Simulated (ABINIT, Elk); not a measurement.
An ABINIT input for a self-consistent single point of PbF₄ (I4/mmm, 5 atoms in the cell) (DFT, PBEsol, plane waves, norm-conserving pseudopotentials (PseudoDojo nc-sr-04 PBEsol standard)):

```
# PbF4, PseudoDojo nc-sr-04 PBEsol standard
pp_dirpath "./"
pseudos "Pb.upf, F.upf"
acell 9.5129875167 9.5129875167 9.5129875167
rprim
        -0.4320744372    0.4320744372    0.7915954532
         0.4320744372   -0.4320744372    0.7915954532
         0.4320744372    0.4320744372   -0.7915954532
natom 5
ntypat 2
znucl 82 9
typat 1 2 2 2 2
xcart
         0.0000000000    0.0000000000    0.0000000000
         0.0000000000   -0.0000000000   11.2677938769
         0.0000000000   -0.0000000000    3.7930814514
         0.0000000000    4.1103187272   -0.0000000000
         4.1103187272    0.0000000000    0.0000000000
ecut 42
ixc -116133
occopt 1
nband 23
kptopt 1
ngkpt 6 6 6
nshiftk 1
shiftk 0 0 0
nstep 80
toldfe 1.0e-09
diemac 12
prtwf 0
prtden 0
```

Write the same calculation as an input for Elk.

This is the input that was run; spellings and numerical settings could be chosen otherwise.

```
tasks
  0

xctype
  22

stype
  0

swidth
  0.0001

maxscl
  100

scale
  9.512987517

avec
   -0.4320744372    0.4320744372    0.7915954532
    0.4320744372   -0.4320744372    0.7915954532
    0.4320744372    0.4320744372   -0.7915954532

atoms
  2
  'Pb.in'
  1
  0.0000000000  0.0000000000  0.0000000000    0.0 0.0 0.0
  'F.in'
  4
  0.7481500000  0.7481500000  0.0000000000    0.0 0.0 0.0
  0.2518500000  0.2518500000  0.0000000000    0.0 0.0 0.0
  0.5000000000  0.0000000000  0.5000000000    0.0 0.0 0.0
  0.0000000000  0.5000000000  0.5000000000    0.0 0.0 0.0

ngridk
  6 6 6
```

Basis, cutoffs, solver keys and any potentials are the target program's own. This input uses DFT, PBEsol, all-electron FP-LAPW, Elk's shipped species files, default APW+lo basis.

The starting cell comes from a database of computed structures (which also holds hypothetical and non-ambient phases and stackings), without a prior relaxation at this level. Its lattice was rescaled by a random factor within 2.5 % of one.
